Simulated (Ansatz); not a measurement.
The starting structures come from a database of crystals and need not be the phases stable at ambient conditions.

 Where the default PAW files enter, the runs use the earlier of Ansatz's two default sets.

Inside the gap of an insulator the Bloch states are evanescent, with a wavenumber k + iκ along the transport direction.

Consider the following.

```
CELL_PARAMETERS angstrom
      4.95382     0.00000     0.00000
     -0.72015     5.49819     0.00000
      0.72015     1.60260     5.25945
ATOMIC_POSITIONS crystal
  In 0.00000 0.69298 0.69298
  In 0.00000 0.30702 0.30702
  Ge 0.40716 0.23410 0.76590
  Ge 0.59284 0.76590 0.23410
  O  0.78833 0.59464 0.07424
  O  0.21167 0.40536 0.92576
  O  0.21167 0.07424 0.59464
  O  0.78833 0.92576 0.40536
  O  0.50000 0.00000 0.00000
  O  0.27347 0.59027 0.40973
  O  0.72653 0.40973 0.59027
```

Space group of this cell: C2/m. The cell is taken as given; by r2SCAN its mean pressure is -0.8 GPa.

Transport runs along the normal of the first two printed cell vectors.

No gap correction and no spin-orbit coupling; mid-gap values are interpolated between computed energies.

Task: Compute, with r2SCAN (Ansatz, a program for electronic structure), the band gap and the smallest decay constant κ at mid-gap.

Result: Gap 2.71 eV on a 6×6×6 mesh; κ = 0.235 1/Å, at the zone centre.
